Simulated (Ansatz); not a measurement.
The parent structure is BaTiO3 in the cubic perovskite structure (space group Pm-3m, No. 221; a = 4.0192 Å).

The values are results of PBE, PAW, 420 eV (Ansatz, a quantum-chemistry and plane-wave program; no spin-orbit coupling), not measurements.

Before the change:

The band gap is 1.78 eV and the density comes out as 5.96 g/cm³.

Modification: a hydrostatic pressure of 0.9 GPa.

**Question.** Predict the new band gap.

**Answer.** The band gap increases by 0.012 eV, from 1.78 eV to 1.80 eV.

**Question.** Estimate the effect on the density.

**Answer.** The density grows by 0.032 g/cm³ (5.96 g/cm³ → 6.00 g/cm³).

Load acts through the strain it causes; cell and atoms are relaxed under it. No phonon test of stability was made. All final runs are without spin polarisation. Many cubic perovskites are stable only at high temperature; tilts and polar distortions were not tested. This is not the structure that BaTiO3 has at room temperature and ambient pressure.
